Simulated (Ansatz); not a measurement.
# A computed series for Ge: response to strain

The parent structure is Ge in the diamond structure (space group Fd-3m, No. 227).

```
CELL_PARAMETERS angstrom
      0.00000     2.83720     2.83720
      2.83720     0.00000     2.83720
      2.83720     2.83720     0.00000
ATOMIC_POSITIONS crystal
  Ge 0.00000 0.00000 0.00000
  Ge 0.25000 0.25000 0.25000
```

Cartesian axes are those of the cell as printed.

Strains are applied to the cell and any free atomic positions relax.

Level of theory: Ansatz (a first-principles code) r2SCAN, no SOC.

Notes on the quantities. energy relative to the base: free energy F.

```csv
uniaxial strain ε_zz (%),energy relative to the base (meV/atom)
0,0.0
0.5,0.2
1,0.9
1.5,?
2,3.5
```

**Question.** Fit ΔE = Aε² + Bε³ (ε in %) to the rows shown and predict the withheld row.

**Answer.** Least squares on the printed values gives A = 0.906 and B = -0.016 meV/atom (largest residual 0.0 meV/atom); this predicts 2.0 meV/atom, and the run gives 2.0 meV/atom, in agreement.

Stability against distortions was not tested.
